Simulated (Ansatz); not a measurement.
The reference is NaI in the rock salt structure (space group Fm-3m, No. 225; a = 6.402 Å).

Computed with PBEsol/PAW in Ansatz (an electronic-structure program), no spin-orbit coupling.

Base values:

```
Property     Value
--------  --------
Pressure  0.01 GPa
Band gap   3.60 eV
```

The change: every lattice vector is stretched by 2.50 %, atoms relaxed at fixed cell.

### Question
What does the calculation give for the pressure after the change?

### Answer
The pressure drops by 1.06 GPa to -1.05 GPa.

### Question
What does the calculation give for the band gap after the change?

### Answer
The band gap shrinks by 0.184 eV (3.60 eV → 3.41 eV).

Spin-orbit coupling, missing from the scalar runs, can matter with I. The cells carry an imposed strain or load. No phonon test of stability was made.
